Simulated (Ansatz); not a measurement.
**Pressure series in hypothetical CsCl type LaAs**

The reference is LaAs in the CsCl type structure (space group Pm-3m, No. 221; a = 3.7433 Å; a hypothetical phase, not in the database extracts checked).

Cell and atoms are relaxed at each pressure.

The values are results of Ansatz (a program for electronic structure), r2SCAN, PAW, cutoff 500 eV, scalar-relativistic without spin-orbit coupling, not measurements.

```json
[
 {"P (GPa)": "-2.01", "V (Å³/atom)": "27.025"},
 {"P (GPa)": "-1.01", "V (Å³/atom)": "26.613"},
 {"P (GPa)": "0.89", "V (Å³/atom)": "25.909"},
 {"P (GPa)": "2.10", "V (Å³/atom)": "25.505"},
 {"P (GPa)": "4.50", "V (Å³/atom)": "24.787"},
 {"P (GPa)": "9.00", "V (Å³/atom)": "23.661"},
 {"P (GPa)": "15.00", "V (Å³/atom)": "22.465"},
 {"P (GPa)": "22.50", "V (Å³/atom)": "21.279"},
 {"P (GPa)": "30.00", "V (Å³/atom)": "20.316"}
]
```

A third-order Birch–Murnaghan fit to these points gives V₀ = 26.23 Å³/atom, B₀ = 72 GPa and B₀′ = 3.9. At pressure 30 GPa the volume is 77.5 % of V₀.

Load acts through the strain it causes; cell and atoms are relaxed under it. Stability against distortions was not tested. No other phases were tried under pressure. The final runs are not spin-polarised.
